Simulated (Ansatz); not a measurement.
Cubic perovskite RbCdF₃, treated with BLYP (PAW; Ansatz, a quantum-chemistry and plane-wave program).

Run with plane-wave cutoff 520 eV, 8×8×8 k mesh, Fermi–Dirac smearing 0.01 eV, scalar-relativistic PAW data made under PBE.

Cell (relaxed at this level):

```cif
data_CdF3Rb
_chemical_formula_sum 'Rb1 Cd1 F3'
_space_group_name_H-M_alt 'P 1'
_space_group_IT_number 1
_cell_length_a 4.53706
_cell_length_b 4.53706
_cell_length_c 4.53706
_cell_angle_alpha 90.000
_cell_angle_beta 90.000
_cell_angle_gamma 90.000
loop_
_space_group_symop_operation_xyz
  'x, y, z'
loop_
_atom_site_label
_atom_site_type_symbol
_atom_site_fract_x
_atom_site_fract_y
_atom_site_fract_z
_atom_site_occupancy
Rb1 Rb 0.00000 0.00000 0.00000 1
Cd1 Cd 0.50000 0.50000 0.50000 1
F1 F 0.50000 0.00000 0.50000 1
F2 F 0.00000 0.50000 0.50000 1
F3 F 0.50000 0.50000 0.00000 1
```

Give the computed bulk modulus B0, band gap, smallest direct gap on the k points sampled and pressure derivative B′ of the bulk modulus.


* **bulk modulus B0**: 51.2 GPa
* **band gap**: 3.13 eV
* **smallest direct gap on the k points sampled**: 4.30 eV
* **pressure derivative B′ of the bulk modulus**: 4.9

Note: the relaxation could not lower the start's symmetry, so the cell can be a saddle point above a distorted one.

Spin–orbit coupling is not included.

Computed values are for the static lattice.

The result took very roughly 70 core-seconds.
